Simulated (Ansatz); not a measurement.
End structure of a constructed model of the (110) surface of bcc V, a pseudomorphic layer of Si in the host's stacking (bottom of the slab: a bare face, its two planes held):

```xyz
7
Lattice="2.5956 0.0000 0.0000 -0.8652 2.4472 0.0000 0.0000 0.0000 29.0000" Properties=species:S:1:pos:R:3 pbc="T T T"
V      0.8652     1.2236     8.0428
V      0.0000     0.0000    10.1622
V      0.8652     1.2236    12.2680
V      0.0000     0.0000    14.3962
V      0.8652     1.2236    16.5103
V      0.0000     0.0000    18.6234
Si     0.8652     1.2236    20.7059
```

Set-up: 7 atoms, 12.9 Å thick at the start; mesh 15x15x1; 0.1 eV smearing; dipole correction on; single point; on the structure that PBE left under its start's symmetry; no spin, no spin-orbit, no U. It is one candidate, not shown to be the stable structure of the face.

Q: Give the work function of the top face at the level r2SCAN, at the PBE geometry in Ansatz (a program for electronic structure).

A: 5.21 eV
